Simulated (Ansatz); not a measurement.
Start from Cu in the fcc (Cu type) structure (space group Fm-3m, No. 225; a = 3.579 Å; relaxed with 0.1 eV smearing). Axes: x, y, z lie along the cube axes.

Level of theory: r2SCAN in Ansatz (plane waves to 500 eV, PAW, without spin-orbit coupling), earlier PAW set.

Base values:

The pressure is 0.0 GPa.

Perturbation: biaxial strain +4.99 %, plane normal [001], relaxed out of plane (Cartesian); in-plane vectors clamped, the third vector and the atoms free.

Q: Estimate the effect on the pressure.

A: The pressure (mean of the normal stresses, compression positive) goes from zero to -2.3 GPa.

Stability against distortions was not tested. The final runs are not spin-polarised.

Ansatz is an electronic-structure program.
